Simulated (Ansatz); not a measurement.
**The (0001) surface of alpha quartz in its 1x1 cell (cut with top plane O, bottom plane O), outermost plane spacing 0.71 Å in the ideal cut**

Computed with r2SCAN, at the PBE geometry (plane waves to 500 eV, PAW; Ansatz, a quantum-chemistry and plane-wave program).

Slab: 21 atoms, O14Si7, 12.4 Å thick at the start; k 6x6x1, smearing 0.025 eV, dipole-corrected; single point; on the structure that PBE left under its start's symmetry; no spin, no spin-orbit, no U.

The surface energy (mean of both faces) is 2.48 J/m² and the ionisation potential (bulk valence edge below the top vacuum level) comes out as 10.57 eV. The electron affinity (the ionisation potential less the bulk band gap) comes out as 4.24 eV and the gap of the slab on its k-mesh is 4.28 eV. The highest filled level below the top vacuum level is 8.74 eV and the cost is around 110 core-seconds (rough).
